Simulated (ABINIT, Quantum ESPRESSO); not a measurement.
An ABINIT input for a self-consistent single point of FePt (P4/mmm, 2 atoms in the cell) (DFT, PBE, plane waves, norm-conserving pseudopotentials (PseudoDojo nc-sr-05 PBE standard)):

```
# FePt, PseudoDojo nc-sr-05 PBE standard
pp_dirpath "./"
pseudos "Fe.upf, Pt.upf"
acell 3*1.0 Angstrom
rprim
         2.7200000000    0.0000000000    0.0000000000
         0.0000000000    2.7200000000    0.0000000000
         0.0000000000    0.0000000000    3.7100000000
natom 2
ntypat 2
znucl 26 78
typat 1 2
xred
         0.0000000000    0.0000000000    0.0000000000
         0.5000000000    0.5000000000    0.5000000000
ecut 45 Ha
nsppol 2
spinat
      0 0 3
      0 0 0
occopt 7
tsmear 0.1 eV
nband 25
kptopt 1
ngkpt 9 9 7
nshiftk 1
shiftk 0 0 0
nstep 50
tolvrs 1.0e-12
prtwf 0
prtden 0
```

Q: Translate this input to Quantum ESPRESSO.

A: One input that does it (others would too):

```fortran
&CONTROL
    calculation = 'scf',
    prefix = 'FePt',
    outdir = './tmp',
    pseudo_dir = './',
    tprnfor = .true.,
    tstress = .true.,
/
&SYSTEM
    ibrav = 6,
    A = 2.7200000000,
    C = 3.7100000000,
    nat = 2,
    ntyp = 2,
    ecutwfc = 55,
    ecutrho = 550,
    occupations = 'smearing',
    smearing = 'gaussian',
    degauss = 0.0073499,
    nspin = 2,
    starting_magnetization(1) = 0.375,
/
&ELECTRONS
    conv_thr = 1.0d-10,
    mixing_beta = 0.3,
/
ATOMIC_SPECIES
Fe    55.8450  Fe.pbe-n-rrkjus_psl.1.0.0.UPF
Pt   195.0840  Pt.pbe-n-rrkjus_psl.1.0.0.UPF
ATOMIC_POSITIONS {crystal}
Fe    0.0000000000    0.0000000000    0.0000000000
Pt    0.5000000000    0.5000000000    0.5000000000
K_POINTS {automatic}
9 9 7  0 0 0
```

Basis settings and potentials, where a program has them, do not carry over. This input uses DFT, PBE, plane waves, PSlibrary ultrasoft (PBE) pseudopotentials. Both were run: pressure 5.19 GPa in ABINIT and 5.88 in Quantum ESPRESSO; size of the net moment 1.66 μB/atom in ABINIT and 1.64 in Quantum ESPRESSO.

On ABINIT: the starting cell has typed, rounded lattice constants, without a prior relaxation at this level. The magnetic order is the one reached from the typed start; others were not searched systematically. With a pressure of about 5 GPa the cell is away from its equilibrium volume at this level.

On Quantum ESPRESSO: the starting cell has typed, rounded lattice constants, without a prior relaxation at this level. The magnetic order is the one reached from the typed start; others were not searched systematically. With a pressure of about 6 GPa the cell is away from its equilibrium volume at this level.
